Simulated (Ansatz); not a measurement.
# W2C (model structure, started from the CdI2 type, P-3m1, No. 164, 3 atoms in the cell): properties by level of theory

```csv
level (code),equilibrium lattice constant a (Å),lattice parameter c (Å)
PBE (Ansatz),3.061,4.678
PBEsol (Ansatz),3.034,4.644
PBE-D3(BJ) (Ansatz),3.034,4.657
```

Ansatz's density-functional and Hartree–Fock values are scalar-relativistic unless marked +SOC, with PAW data made under PBE.

Computed values are for the static lattice.

A model structure was made by putting elements into a prototype or built by hand; it is no filed structure, need not be a known phase, and can be a saddle point held by its symmetry.

Ansatz is a first-principles code.
